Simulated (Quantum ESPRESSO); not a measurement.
**How far to go with the plane-wave cutoff: Cu (Fm-3m, 1 atom in the cell)**

```xyz
1
Lattice="0.0000 1.8104 1.8104 1.8104 0.0000 1.8104 1.8104 1.8104 0.0000" Properties=species:S:1:pos:R:3 pbc="T T T"
Cu     0.0000     0.0000     0.0000
```

Method of the run: PBE, GBRV 1.5 ultrasoft (PBE) pseudopotentials (plane waves; Quantum ESPRESSO 7.5).

Base settings: ecutwfc = 50 Ry; ecutrho = 400 Ry; occupations = smearing; smearing = gauss; degauss = 0.0073499 Ry; potentials = {Cu: cu_pbe_v1.2.uspp.F.UPF}; K_POINTS = automatic 10 10 10 0 0 0; conv_thr = 1e-10 Ry.

Moved along: ecutrho.

The second cell is the first with its lattice scaled by 0.98.

The mesh stays at the base's, so the ladder's end is converged at best in this setting alone.

Only quantities that move along the ladder and can be compared are tabulated.

The count of work is k-points × plane waves × bands × iterations; it is no time. 

The starting cell has typed, rounded lattice constants, without a prior relaxation at this level. Its lattice was rescaled by up to half a per cent. Spin polarisation is off.

| ecutwfc | free energy less the last step's (meV/atom) | energy of the compressed cell less the first (meV/atom) | pressure (GPa) | count of work / last |
|---|---|---|---|---|
| 17.5 Ry | 112126.97 | 378.61 | -6237.77 | 0.075 |
| 20 Ry | 46491.69 | -374.03 | -2964.50 | 0.071 |
| 22 Ry | 22149.49 | 50.71 | -1578.15 | 0.075 |
| 25 Ry | 7319.96 | 134.18 | -614.77 | 0.068 |
| 28 Ry | 2336.97 | 37.55 | -232.20 | 0.081 |
| 30 Ry | 1031.49 | 21.21 | -114.67 | 0.082 |
| 35 Ry | 129.62 | 29.93 | -12.02 | 0.14 |
| 40 Ry | 64.71 | 28.08 | 1.27 | 0.14 |
| 45 Ry | 58.28 | 27.76 | 0.45 | 0.19 |
| 50 Ry | 42.81 | 27.84 | 0.18 | 0.25 |
| 55 Ry | 31.13 | 28.21 | 0.88 | 0.22 |
| 60 Ry | 27.74 | 28.21 | 1.48 | 0.37 |
| 68 Ry | 25.29 | 28.18 | 1.17 | 0.40 |
| 75 Ry | 18.03 | 28.24 | 0.85 | 0.52 |
| 88 Ry | 6.93 | 28.22 | 1.31 | 0.54 |
| 100 Ry | 5.55 | 28.22 | 1.54 | 0.80 |
| 120 Ry | 0.00 | 28.18 | 1.27 | 1.0 |

Coarsest ecutwfc that holds the energy of the compressed cell less the first within 2 meV/atom of the last step, with all finer ones: 35 Ry, at 0.14 of the last step's count of work; the step before is off by 7.0 meV/atom.

Coarsest ecutwfc that holds the free energy within 5 meV/atom: not settled: the last two steps still differ by 5.6 meV/atom, over half the tolerance, so the ladder does not show it.

Coarsest ecutwfc that holds the pressure within 1 GPa of the last step, with all finer ones: 55 Ry, at 0.22 of the last step's count of work; the step before is off by 1.1 GPa.

At the lowest cutoff the pressure lies 6240 GPa under the last step's, the usual sign of Pulay stress in an incomplete plane-wave basis.
